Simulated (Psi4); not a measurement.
Psi4 1.11, TPSS/def2-svp: Te(OH)(OMe) (CO[Te]O), 8 atoms. The geometry is a generated start, not checked to be a minimum at this level.

```
Item                                                  Value
--------------------------  -------------------------------
task                                                 energy
method                                                 tpss
basis                                              def2-svp
memory                                                 3 GB
maxiter                                                 100
keys of the molecule block                      symmetry c1
scf_type                                       df (default)
e_convergence                               1e-06 (default)
d_convergence                               1e-06 (default)
dft_radial_points                              75 (default)
dft_spherical_points                          302 (default)
effective core potentials   those of the basis set, past Kr
basis functions                                          88
grid points                                          172062
```

```xyz
8

Te    -0.5096     0.2416     1.8032
O     -1.9439     1.0529     0.7160
H     -1.7993     1.9940     0.5946
O      0.8730     0.2319     0.3950
C      0.8395    -0.7020    -0.6627
H      0.5337    -0.1936    -1.5794
H      1.8518    -1.0953    -0.7878
H      0.1548    -1.5296    -0.4790
```

With the defaults (diis = true, scf_initial_accelerator = adiis, damping_percentage = 0, guess = auto, which took SAD, level_shift = 0, level_shift_cutoff = 0.01, diis_max_vecs = 10) it converges in 10 SCF iterations. One run each on 2 threads, with these changes:
- scf_initial_accelerator = ediis
- guess = sapgau
- diis_max_vecs = 3
- guess = core
- scf_initial_accelerator = none
- level_shift = 0.1, level_shift_cutoff = 0.001
- level_shift = 0.5, level_shift_cutoff = 0.001
- diis = false, scf_initial_accelerator = none, damping_percentage = 60
- guess = modhuckel

### Question
Name the settings that don't reach the solution of the defaults.

### Answer
No convergence: diis = false, scf_initial_accelerator = none, damping_percentage = 60 (the run ends without SCF convergence in 100 iterations). The rest reach the solution of the defaults.

```tsv
setting	SCF iterations	end
level_shift = 0.5, level_shift_cutoff = 0.001	9	same solution
level_shift = 0.1, level_shift_cutoff = 0.001	9	same solution
the defaults	10	same solution
scf_initial_accelerator = ediis	10	same solution
scf_initial_accelerator = none	10	same solution
guess = modhuckel	13	same solution
guess = sapgau	15	same solution
guess = core	17	same solution
diis_max_vecs = 3	25	same solution
diis = false, scf_initial_accelerator = none, damping_percentage = 60	100	no convergence
```
